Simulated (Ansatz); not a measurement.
The starting structures come from a database of crystals and need not be the phases stable at ambient conditions.

By PBEsol, the system below comes out a metal.

Consider the following.

```
CELL_PARAMETERS angstrom
      2.79483     0.00000     0.00000
     -1.39742     3.64088     0.00000
      1.39742     0.00000     3.53165
ATOMIC_POSITIONS crystal
  Ge 0.25000 0.50000 0.50000
  Ge 0.50000 0.00000 0.00000
```

Space group of this cell: Fddd. The cell is strained (lengths along the current scaled by 0.97, ions clamped); by PBEsol its mean pressure is 1.8 GPa.

The current flows along the normal of the first two printed cell vectors. No spin-orbit coupling; the value is a mean over 0.1 eV about the Fermi level.

Problem. Compute, with PBEsol in Ansatz (a first-principles code), the ballistic conductance per area.

Solution. 1.2 × 10¹⁵ S/m² for both spins.
